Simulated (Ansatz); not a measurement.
## PbS in the rock salt structure (space group Fm-3m, No. 225)

Space group Fm-3m (No. 225); a = b = c = 5.845 Å, α = β = γ = 90.00°

```
atom  site  symmetry       x       y       z
----  ----  --------  ------  ------  ------
Pb      4a      m-3m  0.0000  0.0000  0.0000
S       4b      m-3m  0.5000  0.5000  0.5000
```
(The calculation used a cell of 2 atoms; values per cell refer to that cell.)

All numbers come from Kohn–Sham DFT with the LDA functional, run in Ansatz (a program for electronic structure) with PAW and 420 eV plane waves, scalar-relativistic without spin-orbit coupling. Γ-centred 10×10×10 mesh, Fermi–Dirac width 0.05 eV.

```yaml
volume_per_atom: 24.96 Å³
density: 7.96 g/cm³
band_gap: 0.06 eV, direct at L
Lowest conduction-band minima above the VBM: L along ⟨111⟩ 0.06 eV; a point along ⟨110⟩, about 0.7 Å⁻¹ from Γ 1.04 eV
total_energy: -6236.477 eV/atom (σ→0; compares only within this code and set-up)
```

With Pb present, leaving out spin-orbit coupling can change the band edges. Stability against distortions was not tested. A zero or small gap of PbS can be the functional's error rather than a property of the material.
